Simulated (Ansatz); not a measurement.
The parent structure is PtCl2 in the anatase structure (space group I4_1/amd, No. 141; a = 5.203 Å, c = 10.124 Å; a hypothetical phase, not in the database extracts checked).

(Cell as relaxed with PBE.)

Levels (all Ansatz, a quantum-chemistry and plane-wave program, PAW): PBE (420 eV, spin-orbit coupling left out); PBEsol (420 eV, no spin-orbit coupling).

Each level relaxes its own structure.

```json
[
 {"quantity": "volume per atom", "PBE": "22.84 Å³", "PBEsol": "___"},
 {"quantity": "lattice parameter a", "PBE": "5.203 Å", "PBEsol": "___"},
 {"quantity": "lattice parameter c", "PBE": "10.124 Å", "PBEsol": "___"},
 {"quantity": "band gap", "PBE": "zero", "PBEsol": "___"}
]
```

Problem. Predict the PBEsol column.

Solution. 
- volume per atom, PBEsol: 21.19 Å³
- lattice parameter a, PBEsol: 5.090 Å
- lattice parameter c, PBEsol: 9.817 Å
- band gap, PBEsol: zero

PBE's volume per atom lies 1.642 Å³ above PBEsol's (7.7 %); PBE's lattice parameter a lies 0.113 Å above PBEsol's (2.2 %); PBE's lattice parameter c lies 0.307 Å above PBEsol's (3.1 %); the two agree on the band gap. Neither level is exact; PBEsol is the comparison here, not a measurement.

No phonon test of stability was made. No Hubbard U is applied, and correlation can decide whether such a compound is a metal. All final runs are without spin polarisation.
